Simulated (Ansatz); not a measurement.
Results of PBEsol (plane waves, PAW; Ansatz, an electronic-structure program) for NbCl₅ (C2/m, No. 12).

Run with plane-wave cutoff 520 eV, 4×4×6 k mesh (along the axes of the cell as run), Fermi–Dirac smearing 0.01 eV, no spin polarisation, scalar-relativistic PAW data made under PBE.

Cell (relaxed at this level):

```xyz
36
Lattice="9.5807 -9.0469 0.0177 9.5807 9.0469 0.0177 -0.0634 0.0000 6.0136" Properties=species:S:1:pos:R:3 pbc="T T T"
Nb     9.5807    -7.0795     0.0177
Nb     9.5807     7.0795     0.0177
Cl     1.8199     1.7323     4.7022
Cl    17.2780     1.7323     1.3468
Cl    17.2780    -1.7323     1.3468
Cl     1.8199    -1.7323     4.7022
Cl     0.9187     0.0000     1.3179
Cl    18.1792     0.0000     4.7311
Cl     7.3870     3.3799     1.6802
Cl    11.7110     3.3799     4.3688
Cl    11.7110    -3.3799     4.3688
Cl     7.3870    -3.3799     1.6802
Cl     7.2955     0.0000     1.8142
Cl    11.8024     0.0000     4.2348
Nb     6.3489     1.9675     3.1111
Nb    12.7491     1.9675     2.9379
Nb    12.7491    -1.9675     2.9379
Nb     6.3489    -1.9675     3.1111
Cl     8.2042     1.7349     4.4621
Cl    10.8937     1.7349     1.5869
Cl    10.8937    -1.7349     1.5869
Cl     8.2042    -1.7349     4.4621
Cl     5.4039     0.0000     4.4095
Cl    13.6941     0.0000     1.6396
Cl    10.5884    -5.6653     1.4680
Cl     8.5096    -5.6653     4.5810
Cl     8.5096     5.6653     4.5810
Cl    10.5884     5.6653     1.4680
Cl     5.3105     3.3810     4.5406
Cl    13.7875     3.3810     1.5084
Cl    13.7875    -3.3810     1.5084
Cl     5.3105    -3.3810     4.5406
Cl     4.4930     1.7320     1.7612
Cl    14.6049     1.7320     4.2878
Cl    14.6049    -1.7320     4.2878
Cl     4.4930    -1.7320     1.7612
```

Q: Predict the band gap.

A: 
- band gap: 2.27 eV (on the SCF k mesh)

Note: for a layered or molecular solid the relaxed cell lies over 5 % above the published volume, where the minimum can be shallow; the cell comes from a level without a dispersion term, which matters for the spacing of layers, chains or molecules; the relaxation could not lower the start's symmetry, so the cell can be a saddle point above a distorted one; the volume lies 8 % above that of the published cell.

Spin–orbit coupling is not included.

Computed values are for the static lattice.
